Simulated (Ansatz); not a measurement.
Cs2AgBiBr6 under a change: pressure 7.5 GPa

Start from Cs2AgBiBr6 (space group Fm-3m, No. 225; a = 11.187 Å).

It is then changed as follows: cell and atoms relaxed at a pressure of 7.5 GPa.

Computed with PBEsol (Ansatz, a quantum-chemistry and plane-wave program), no spin-orbit coupling. k-mesh 5×5×5 (Γ-centred); smearing 0.05 eV (Fermi–Dirac).

The volume per atom decreases by 5.628 Å³, from 35.00 Å³ to 29.38 Å³ and the density increases by 0.965 g/cm³ (5.04 g/cm³ → 6.00 g/cm³). The lattice parameter a decreases by 0.635 Å, from 11.187 Å to 10.552 Å and the shortest interatomic distance falls by 0.186 Å to 2.567 Å. The enthalpy H = E + PV relative to the base's energy comes out as +1.48 eV/atom and the band gap decreases by 0.33 eV (1.10 eV → 0.77 eV). The gap character is still indirect, X → L and the smallest direct gap grows by 0.06 eV to 2.29 eV. The electron mass goes from 0.36 mₑ along k, 0.25 mₑ across (at L) to 0.38 mₑ along k, 0.24 mₑ across (at L) and the hole mass changes from 0.17 mₑ along k, 0.69 mₑ across (at X) to 0.12 mₑ along k, 0.51 mₑ across (at X).

Cost of the whole job for the changed cell (relaxation, final SCF and bands): roughly 70 core-seconds.

With Bi present, leaving out spin-orbit coupling can change the band edges. Load acts through the strain it causes; cell and atoms are relaxed under it. Masses are band curvatures over ±0.01 Å⁻¹ around the edge. Along k means along the line from Γ to the band edge. Whether these cells are dynamically stable was not tested. Competing high-pressure phases were not computed.
